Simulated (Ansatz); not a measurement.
Consider WC (space group P-6m2, No. 187; a = 2.899 Å, c = 2.827 Å; relaxed with 0.1 eV smearing). Axes: x lies along a and z along c of the hexagonal cell.

Computed with PBEsol (Ansatz, a program for electronic structure), no spin-orbit coupling.

Before the change:

- Volume per atom = 10.29 Å³

It is then changed as follows: compressive biaxial strain of 1.50 % in the plane normal to [001], as in epitaxy on a mismatched substrate; the out-of-plane cell vector and the atoms relax.

Predict the new in-plane stress.

The mean in-plane stress (compression positive) is +14.5 GPa.

How does this affect the volume per atom?

The volume per atom falls by 0.25 Å³ (10.29 Å³ → 10.04 Å³).

Stability against distortions was not tested. The final runs are not spin-polarised.
